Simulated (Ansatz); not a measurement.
Results of r²SCAN (plane waves, PAW; Ansatz, an electronic-structure program) for Li₂MnO₃ (C2/m, No. 12).

Settings: plane-wave cutoff 560 eV, 8×8×8 k mesh, Fermi–Dirac smearing 0.01 eV, spin-polarised with parallel moments, scalar-relativistic PAW data made under PBE.

Shape and atoms are relaxed at each volume.

Pressure at four volumes; x = ln(V/8.175 Å³). One pressure is withheld.

```tsv
V (Å³/atom)	x	P (GPa)
7.848	-0.0408	5.70
8.175	0.0000	0.00
8.339	0.0199	-2.42
8.502	0.0392	?
```

Question: Pass a parabola P(x) through the three rows shown, estimate the bulk modulus and its pressure derivative near zero pressure, and predict the withheld pressure.

Answer: Slopes between the rows: (0.00 − (5.70))/(0.0000 − (-0.0408)) = -139.71 and (-2.42 − (0.00))/(0.0199 − (0.0000)) = -121.61 GPa. Their difference over the span 0.0607 is c = 18.10/0.0607 = 298.2 GPa, so P(x) = 5.70 + (-139.71)(x − (-0.0408)) + 298.2 (x − (-0.0408))(x − (0.0000)). At the middle row B = −dP/dx = −[-139.71 + 298.2 × 0.0408] = 127.5 GPa, and B′ = dB/dP = 2c/B = 4.7. At x = 0.0392 the parabola gives -4.54 GPa; the run gives -4.58 GPa. The Birch–Murnaghan fit to the energies at all volumes has B0 = 127 GPa and B′ = 4.5.

Note: the magnetic order was assumed, not searched for or taken from measurement; the relaxation could not lower the start's symmetry, so the cell can be a saddle point above a distorted one; without U or exact exchange, gaps and moments of open d shells tend to come out too small.
